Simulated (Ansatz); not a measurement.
Worked example: relaxation of cell and atoms of TaBe2 (Fd-3m, 6 atoms in the cell) in Ansatz (an electronic-structure program).

Computed with PBEsol, default PAW files made with PBE (plane waves; Ansatz).

The change in words: atoms on their sites; basis.ecutwfc: 420 eV → 295 eV; relax: default → cell and atoms. Reference geometry:
```
TaBe2
1.0
    0.00000     3.24610     3.24610
    3.24610     0.00000     3.24610
    3.24610     3.24610     0.00000
Ta Be
2 4
Cartesian
  4.89801   4.89801   4.89801
  3.24610   3.24610   3.24610
  2.43457   0.81152   2.43457
  0.81152   0.81152   0.81152
  0.81152   2.43457   2.43457
  2.43457   2.43457   0.81152
```

Reference input (self-consistent single point, DFT, PBEsol, plane waves, default PAW files made with PBE): basis.ecutwfc = 420 eV; kpoints.mp_grid.grid = 8 8 8; hamiltonian.xc = pbesol; hamiltonian.pseudopotentials = {kind: paw} (the program's default PAW files); scf.occupations.method = fermi_dirac; scf.occupations.width = 0.1 eV. This run's input differs from it in these lines:

Ansatz 0.2 input:
```diff
@@ -6,3 +6,3 @@
   atoms:
-    - { symbol: Ta, position: [0.754446, 0.754446, 0.754446] }
+    - { symbol: Ta, position: [0.750000, 0.750000, 0.750000] }
     - { symbol: Ta, position: [0.500000, 0.500000, 0.500000] }
@@ -13,3 +13,3 @@
 basis:
-  ecutwfc: 420.0
+  ecutwfc: 295.0
 kpoints:
@@ -25,2 +25,4 @@
     width: 0.1
+relax:
+  cell: {}
 output:
```

Log, with long lists cut:

```
   [... SCF lines of the steps left out ...]
relax step   1: F+E_penalty+E_count = -19975.52827942 eV  Δ(F+E_penalty+E_count) = +0.000e0 eV  max|allowed force component| = 1.850e-17 eV/Å  Δτ_max = 0.0000 Å  P = -1.498 GPa  Ω = 68.409 Å³  (6 SCF iters, dr2 threshold 1.00e-7 eV, accepted)
relax step   2: F+E_penalty+E_count = -19975.53390653 eV  Δ(F+E_penalty+E_count) = -5.627e-3 eV  max|allowed force component| = 1.326e-16 eV/Å  Δτ_max = 0.0000 Å  P = +1.314 GPa  Ω = 67.342 Å³  energy of the carried Pulay correction = +4.913e-3 eV  [...]
   [... lines left out ...]
relax step   5: F+E_penalty+E_count = -19975.53174662 eV  Δ(F+E_penalty+E_count) = -9.019e-5 eV  max|allowed force component| = 8.943e-17 eV/Å  Δτ_max = 0.0000 Å  P = -0.001 GPa  Ω = 67.818 Å³  energy of the carried Pulay correction = +8.713e-5 eV  [...]
relax step   6: F+E_penalty+E_count = -19975.53174662 eV  Δ(F+E_penalty+E_count) = -1.091e-11 eV  max|allowed force component| = 7.710e-17 eV/Å  Δτ_max = 0.0000 Å  P = -0.002 GPa  Ω = 67.818 Å³  stress off target by 2.00e-3 GPa  SCF on the basis [...]
basis re-selected at this cell: Δ(F+E_penalty+E_count) = -1.091e-11 eV, ΔP = -0.001 GPa vs the last step
the relaxation is at rest under the 48 symmetry operations that the run kept from its start: a minimum is not shown …
Stability not checked: this state was not tested for a lower state beside it, because too few of the mixer's solves of this state at the end of the SCF gave a …
Free energy (F): -19975.531747 eV
Internal energy: -19975.400999 eV  (E = F + TS)
   [... lines left out ...]
Fermi energy:    12.964463 eV
  cell:  # Å, volume = 67.8176 Å³
   [... lines left out ...]
    - [3.2367122618543824, 3.2367122618543824, -5.095372032895593e-35]
  atoms:
    - { symbol: Ta, position: [0.7500000000000001, 0.7500000000000001, 0.7500000000000001] }
    - { symbol: Ta, position: [0.5, 0.5, 0.5] }
    - { symbol: Be, position: [0.125, 0.625, 0.125] }
    - { symbol: Be, position: [0.125, 0.125, 0.125] }
    - { symbol: Be, position: [0.625, 0.125, 0.125] }
    - { symbol: Be, position: [0.125, 0.125, 0.625] }
```

The run converged.  The full log also holds: “iter 4 did not close the SCF: its close was put off for the readings that it lacked (scf_convergence_deferred on its scf_iter line)”. The full log also holds: “iter 5 did not close the SCF: its close was put off for the readings that it lacked (scf_convergence_deferred on its scf_iter line)”.

Summary of the result:
Free energy E − TS (on the zero of these files): -19975.5317 eV
Fermi level (on the code's own zero): 12.96 eV
Pressure: 0.00 GPa
Final cell: a = 4.577 Å, b = 4.577 Å, c = 4.577 Å, α = 60.00°, β = 60.00°, γ = 60.00°
Final volume per atom: 11.30 Å³
Relaxation steps: 6

The starting cell comes from a database of computed structures (which also holds hypothetical and non-ambient phases and stackings), without a prior relaxation at this level. Its lattice was rescaled by up to half a per cent. Spin polarisation is off. The relaxation keeps the symmetry of its start, so its end need not be a minimum. Ansatz's pressure includes its estimate of the finite-basis (Pulay) stress. Without the estimate this run gives -0.73 GPa. The cutoff lies below the one recommended for these files.
